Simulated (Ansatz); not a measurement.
Output of an Ansatz run (abridged):

```
WARN ansatz: RAYON_NUM_THREADS=1 ignored (pool sized by the plan → 1); use --threads N
V: projections on atomic orbitals take those of the free atom [Ne] 3s2 3p6 3d3 4s2, of charge +0.00 (hamiltonian.pseudopotentials.projection_atoms) …
Br: projections on atomic orbitals take those of the free atom [Ar 3d10] 4s2 4p5, of charge +0.00 (hamiltonian.pseudopotentials.projection_atoms) …
O: projections on atomic orbitals take those of the free atom [He] 2s2 2p4, of charge +0.00 (hamiltonian.pseudopotentials.projection_atoms) …
Pseudopotentials: kind: paw
Pseudopotential: V, paw, valence charge 13
Pseudopotential: Br, paw, valence charge 7
Pseudopotential: O, paw, valence charge 6
Crystal: 6 atoms, lattice volume = 113.732 Å³
Basis set: ecut = 420 eV, 2223 PW (Γ), exchange–correlation on 48×54×120 points (8 copies of the dense FFT grid, shifted against one another)
Bands: 34, of which v1, the nominal top of the filled ones, is band 26 counted from 1 (25 counted from 0)
Symmetry: 4 space group operations
Space group: Pmm2 (ITA 25), of the structure as read, at distance tolerance 4.8e-5 Å
Magnetic group: BNS 25.57 (UNI 155), of the structure as read, at distance tolerance 4.8e-5 Å
k-points: 18 of 50
PAW frozen core: V, regenerated for the run's functional, and the local potential with it
PAW frozen core: Br, regenerated for the run's functional, and the local potential with it
PAW frozen core: O, regenerated for the run's functional, and the local potential with it
Initial density: superposition of atomic densities (chi_scale 0.1, normalization cell, long waves kept (reshape's long-wave potential 0.07 eV rms))
Starting moments: Σ|m| = 4 μB on 2 of 6 sites
Initial wavefunctions: pseudopotential atomic-orbital guess
Eigensolver: davidson
Functional: x = pbesol(κ = 0.804, μ = 0.12345679012345678), c = pbesol(β = 0.046)
SCF iter   1: F=—  HF=-12364.899121 eV  |F-HF|=—  |Δ(HF+E_count)|=         —  Δρ=6.73e-2 (↑6.73e-2 ↓2.67e-2)  dr2=1.74e1  dr2_m=7.46e-1  M=4.000 μB ∫|m|=6.015 μB  β_m=1.00  ethr=3.10e-3  ⟨swp⟩=7.0  Hψ=5155  notcnv=0
all-band conjugate gradients solve this SCF's bands
preconditioner: auto → Resta (q_TF=auto, 2.395 Å⁻¹)
spin=Collinear: Resta preconditioning applied to the charge; magnetization (m = ρ↑ − ρ↓) channel mixes plain (no charge-response kernel on spin).
SCF iter   2: F=—  HF=-12364.068621 eV  |F-HF|=—  |Δ(HF+E_count)|=   8.30e-1  Δρ=2.85e-2 (↑2.85e-2 ↓1.32e-2)  dr2=1.33e0  dr2_m=2.45e-1  M=4.000 μB ∫|m|=5.199 μB  β_m=0.30  ethr=3.10e-3  ⟨swp⟩=3.0  Hψ=2724  notcnv=0  defer=58
preconditioner: auto → Kerker (q_TF=auto, 2.395 Å⁻¹)
   [... lines left out ...]
SCF iter  17: F=—  HF=-12365.726295 eV  |F-HF|=—  |Δ(HF+E_count)|=   2.37e-6  Δρ=3.47e-5 (↑3.47e-5 ↓1.66e-5)  dr2=4.34e-6  dr2_m=2.17e-7  M=4.000 μB ∫|m|=4.270 μB  β_m=0.83  ethr=3.45e-8  ⟨swp⟩=2.1  Hψ=1655  notcnv=0  defer=84
SCF iter  18: F=—  HF=-12365.726294 eV  |F-HF|=—  |Δ(HF+E_count)|=   5.75e-7  Δρ=1.44e-5 (↑1.44e-5 ↓9.35e-6)  dr2=8.14e-7  dr2_m=4.06e-8  M=4.000 μB ∫|m|=4.269 μB  β_m=0.82  ethr=8.34e-9  ⟨swp⟩=2.0  Hψ=1964  notcnv=0  defer=84
SCF iter  19: F=—  HF=-12365.726294 eV  |F-HF|=—  |Δ(HF+E_count)|=   1.50e-7  Δρ=4.57e-6 (↑4.57e-6 ↓3.11e-6)  dr2=1.80e-7  dr2_m=5.05e-9  M=4.000 μB ∫|m|=4.269 μB  β_m=0.91  ethr=1.57e-9  ⟨swp⟩=2.1  Hψ=1978  notcnv=0  defer=84
SCF iter  20: F=-12365.726294 eV  HF=-12365.726294 eV  |F-HF|=3.10e-8  |Δ(HF+E_count)|=   5.91e-8  Δρ=2.25e-6 (↑2.25e-6 ↓1.75e-6)  dr2=6.39e-8  dr2_m=3.59e-10  M=4.000 μB ∫|m|=4.269 μB  ethr=1.92e-10  ⟨swp⟩=9.9  Hψ=4631  notcnv=0
SCF 1 converged in 20 iterations: F = -12365.726294 eV  dr2 = 6.39e-8
Crystal: 6 atoms, lattice volume = 113.732 Å³
Symmetry: 2 space group operations
k-points: 18 of 50 (time reversal used)
Initial density: read from a saved state, or passed on in memory by an earlier SCF of this step, an earlier step, the calling program or the single point that …
Starting moments: Σ|m| = 4 μB on 2 of 6 sites; this step starts from the density that it was given
Initial wavefunctions: those read from a saved state, or passed on in memory by an earlier step or the calling program
iter 1 solved again at ethr=1.23e-10 eV; its pass at ethr=1.92e-6 eV (dr2=6.39e-8 eV) is discarded
SCF iter   1: F=—  HF=-12365.726294 eV  |F-HF|=—  |Δ(HF+E_count)|=         —  Δρ=2.25e-6 (↑2.25e-6 ↓1.75e-6)  dr2=6.39e-8  dr2_m=3.58e-10  M=4.000 μB ∫|m|=4.269 μB  ethr=1.23e-10  ⟨swp⟩=1.0  Hψ=5873  notcnv=0
preconditioner: auto → Resta (q_TF=auto, 2.395 Å⁻¹)
spin=Collinear: Resta preconditioning applied to the charge; magnetization (m = ρ↑ − ρ↓) channel mixes plain (no charge-response kernel on spin).
SCF iter   2: F=—  HF=-12365.726295 eV  |F-HF|=—  |Δ(HF+E_count)|=   3.56e-7  Δρ=2.95e-5 (↑2.95e-5 ↓1.77e-5)  dr2=3.60e-6  dr2_m=5.96e-8  M=4.000 μB ∫|m|=4.269 μB  ethr=1.92e-6  ⟨swp⟩=1.0  Hψ=3975  notcnv=0
SCF iter   3: F=—  HF=-12365.726294 eV  |F-HF|=—  |Δ(HF+E_count)|=   4.46e-7  Δρ=3.37e-6 (↑3.37e-6 ↓3.08e-6)  dr2=6.27e-8  dr2_m=2.41e-9  M=4.000 μB ∫|m|=4.269 μB  ethr=1.92e-10  ⟨swp⟩=1.6  Hψ=2651  notcnv=0
SCF iter   4: F=-12365.726294 eV  HF=-12365.726294 eV  |F-HF|=6.44e-10  |Δ(HF+E_count)|=   9.68e-8  Δρ=4.35e-7 (↑4.35e-7 ↓3.31e-7)  dr2=8.06e-10  dr2_m=1.26e-11  M=4.000 μB ∫|m|=4.269 μB  ethr=1.51e-10  ⟨swp⟩=1.0  Hψ=2604  notcnv=0
an SCF along what the orbitals of the run's state read of its open shells (or to have them read …
   [... lines left out ...]
Absolute magnetization: 4.2682 μB (∫|ρ↑−ρ↓|, with the PAW one-centre terms)
Free energy (F): -12365.726294 eV
Fermi energy:    6.374153 eV
   [... lines left out ...]
       -1.386711       0.000000      -0.000000
        0.000000      -0.040589      -0.000000
       -0.000000      -0.000000      -0.753658
  P = ⅓ Tr σ = -0.7270 GPa (-7.270 kbar)
  The stress holds the Pulay correction. Without it, at fixed plane waves, as pw.x and ABINIT print it: P = -0.9834 GPa
--- Band table (eV; the first three rows and the last of 36) ---
  k-point 0 ↑: bands = ["-59.2420", "-59.1429", "-33.3030", "-33.2958", "-33.1760", "-33.1722", "-32.9551", "-32.8449", "-13.1430", "-11.8781", "-8.7166", "-8.4463", "-0.3064", "0.1032", "0.6818", "1.1651", "2.7173", "2.7337", "3.2121", "3.4455", [...]
  k-point 1 ↑: bands = ["-59.2420", "-59.1429", "-33.3030", "-33.2957", "-33.1760", "-33.1722", "-32.9551", "-32.8449", "-13.1427", "-11.8781", "-8.7372", "-8.4226", "-0.3777", "0.1030", "0.6819", "1.2600", "2.7262", "2.9609", "3.2112", "3.4455", [...]
  k-point 2 ↑: bands = ["-59.2409", "-59.1427", "-33.3173", "-33.3017", "-33.1806", "-33.1678", "-32.9515", "-32.8476", "-12.9374", "-11.8815", "-8.6520", "-8.3860", "-0.4781", "0.4013", "0.6242", "1.1095", "1.8889", "2.3368", "3.0350", "3.6360", [...]
  k-point 17 ↓: bands = ["-57.3172", "-57.2295", "-31.6734", "-31.5845", "-31.4704", "-31.3847", "-30.7608", "-30.6894", "-12.1423", "-11.9854", "-8.1676", "-7.9083", "-0.2210", "-0.0196", "1.6156", "1.8925", "2.1169", "2.3398", "2.5342", "2.5728", [...]
Occupation matrices written to occupation_matrices
```

The structure:

```
CELL_PARAMETERS angstrom
      3.43849     0.00000     0.00000
      0.00000     3.78819     0.00000
      0.00000     0.00000     8.73140
ATOMIC_POSITIONS crystal
  V  0.50000 0.50000 0.40245
  V  0.00000 0.00000 0.60328
  Br 0.00000 0.50000 0.18404
  Br 0.50000 0.00000 0.81596
  O  0.50000 0.00000 0.46256
  O  0.00000 0.50000 0.53744
```
Moments meant for the start (each program seeds them in its own way; μB, in the order of the atoms V V Br Br O O): 2.0 2.0 0.0 0.0 0.0 0.0.

**Question.** What input produced this log?

**Answer.** Other spellings and defaults could give the same log, and not every line can be read from it. The input that was run (DFT, PBEsol+U, plane waves, default PAW files made with PBE):

Ansatz 0.2 input:
```yaml
crystal:
  lattice:
    - [3.438485, 0.000000, 0.000000]
    - [0.000000, 3.788191, 0.000000]
    - [0.000000, 0.000000, 8.731396]
  atoms:
    - { symbol: V, position: [0.500000, 0.500000, 0.402446], spin: 2.0 }
    - { symbol: V, position: [0.000000, 0.000000, 0.603280], spin: 2.0 }
    - { symbol: Br, position: [0.000000, 0.500000, 0.184040] }
    - { symbol: Br, position: [0.500000, 0.000000, 0.815960] }
    - { symbol: O, position: [0.500000, 0.000000, 0.462560] }
    - { symbol: O, position: [0.000000, 0.500000, 0.537440] }
basis:
  ecutwfc: 420.0
kpoints:
  mp_grid: { grid: [5, 5, 2] }
hamiltonian:
  xc: pbesol
  pseudopotentials: { kind: paw }
  hubbard: { sites: [{ species: V, l: d, u_eff: 3.25 }] }
magnetization:
  spin_polarized: true
scf:
  occupations: { method: fermi_dirac, width: 0.01 }
output:
  forces: true
  eigenvalues: true
  stress: true
```

The starting cell comes from a database of computed structures (which also holds hypothetical and non-ambient phases and stackings), without a prior relaxation at this level. Its lattice was rescaled by up to half a per cent. One atom was moved a little off its site on purpose. The magnetic order is the one reached from the typed start; others were not searched systematically. With U or open f shells several self-consistent states can exist. Ansatz's pressure includes its estimate of the finite-basis (Pulay) stress.

Ansatz is a quantum-chemistry and plane-wave program.
